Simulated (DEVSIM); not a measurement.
Structure: Si n-i-p diode, at 300 K.

| layer (left to right) | material | thickness (μm) | Nd (cm⁻³) | Na (cm⁻³) | τn (s) | τp (s) |
|---|---|---|---|---|---|---|
| 1 | Si | 0.280 | 3.6e18 | - | 6.5e-6 | 6.5e-6 |
| 2 | Si | 0.260 | - | 5e11 | 6.5e-6 | 6.5e-6 |
| 3 | Si | 0.830 | - | 1.4e19 | 6.5e-6 | 6.5e-6 |

Left contact: ohmic. Right contact: ohmic. Voltage is applied to the left contact. Recombination: SRH at mid-gap, Auger. Mobility is μmin + (μ − μmin)/(1 + (N/Nref)^α).

Constants are typed, rounded textbook-type inputs, not results; the design itself was drawn at random and stands for no fabricated device. Values at 300 K; Nc and Nv go as T^1.5, mobilities as T to minus their exponent, the gap by Varshni's rule with the affinity fixed.

```csv
parameter,Si
gap (eV),1.124
affinity (eV),4.05
permittivity,11.7
Nc (cm⁻³),2.86e19
Nv (cm⁻³),3.1e19
μn (cm²/Vs),1417
μp (cm²/Vs),470
"μn,min",52
"μp,min",45
"Nref,n",9.7e16
"Nref,p",2.2e17
αn,0.68
αp,0.72
T exponent of μn,2.3
T exponent of μp,2.2
Cn (cm⁶/s),2.8e-31
Cp (cm⁶/s),9.9e-32
Varshni α (eV/K),0.000473
Varshni β (K),636
```

Model (solved in DEVSIM): 1D drift-diffusion, Boltzmann statistics, complete ionisation; no tunnelling, impact ionisation, image-force lowering or self-heating.

The temperature was swept, all else fixed.

```tsv
temperature (K)	potential step across the device at zero bias (V)	dark forward voltage at 100 A/cm² (V)	dark forward voltage at 1 A/cm² (V)
300	1.050	0.852	0.732
350	1.010	0.780	0.641
400	0.968	0.705	0.545
450	0.923	0.626	0.447
500	0.876	0.545	0.346
```

From the first row to the last the potential step across the device at zero bias goes from 1.050 to 0.876. From the first row to the last the dark forward voltage at 100 A/cm² goes from 0.852 to 0.545.
